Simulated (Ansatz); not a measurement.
Consider MoSi2 (space group I4/mmm, No. 139; a = 3.1902 Å, c = 7.8206 Å).

The change: cell and atoms relaxed at a pressure of 7.5 GPa.

Levels (all Ansatz, a quantum-chemistry and plane-wave program, PAW): PBEsol (420 eV, without spin-orbit coupling); r2SCAN (500 eV, scalar-relativistic without spin-orbit coupling).

The geometry is relaxed with PBEsol.

| Item | Result |
|---|---|
| PBEsol pressure | 7.5 GPa |

With r2SCAN at the same geometry, the pressure goes up by 1.6 GPa to 9.1 GPa.

Single points use the geometry relaxed with PBEsol. Their cutoffs differ, which shifts pressures a little. Load acts through the strain it causes; cell and atoms are relaxed under it. No phonon test of stability was made. No other phases were tried under pressure. The final runs are not spin-polarised.
